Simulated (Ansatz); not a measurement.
SiC3 (model structure, P-4m2, No. 115, 4 atoms in the cell): band gap by level of theory

No measured value is used here.

Unless a cell is named, each level is at its own relaxed cell (LDA 7.78, r²SCAN 8.00 Å³/atom).

**Question.** Put these levels in order of the band gap that they give for SiC3 (model structure, P-4m2, No. 115, 4 atoms in the cell), smallest first: G0W0@PBEsol (Ansatz, an electronic-structure program), HSE06 (Ansatz), LDA (Ansatz), PBE0 (Ansatz), r²SCAN (Ansatz).

**Answer.** LDA (1.21 eV), r²SCAN (1.65 eV), HSE06 (2.23 eV), G0W0@PBEsol (2.40 eV), PBE0 (2.96 eV)

Computed values are for a static lattice.  Values are at the PBEsol cell; r²SCAN at the level's own equilibrium cell; LDA at the level's own relaxed cell. Cutoffs and k meshes differ between the levels. Ansatz's density-functional and Hartree–Fock values are scalar-relativistic unless marked +SOC, with PAW data made under PBE.

A model structure was made by putting elements into a prototype or built by hand; it is no filed structure, need not be a known phase, and can be a saddle point held by its symmetry.
